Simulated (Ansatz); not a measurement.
The starting structures come from a database of crystals and need not be the phases stable at ambient conditions.

```
CELL_PARAMETERS angstrom
      7.45778     0.00000     0.00000
      3.20069     6.73603     0.00000
      2.12855    -3.36802     3.98425
ATOMIC_POSITIONS crystal
  K  0.50000 0.50000 0.00000
  K  0.75000 0.75000 0.50000
  Tc 0.00000 0.00000 0.00000
  Tc 0.25000 0.25000 0.50000
  O  0.04100 0.80452 0.10171
  O  0.95281 0.39271 0.83819
  O  0.80452 0.04100 0.89829
  O  0.39271 0.95281 0.16181
  O  0.20900 0.44548 0.39829
  O  0.29719 0.85729 0.66181
  O  0.44548 0.20900 0.60171
  O  0.85729 0.29719 0.33819
```

Space group of this cell: I4_1/a. The cell is taken as given; by PBEsol its mean pressure is 1.5 GPa.

Transport runs along the normal of the first two printed cell vectors, the (110) plane of the conventional cell.

The gap is the functional's own. No spin-orbit coupling. Mid-gap values are interpolated on the energy grid.

**Question.** Predict the band gap and the smallest decay constant κ at mid-gap from Ansatz (a program for electronic structure) with PBEsol.

**Answer.** Gap 3.46 eV on a 8×8×8 mesh; κ = 0.532 1/Å, at the zone centre.
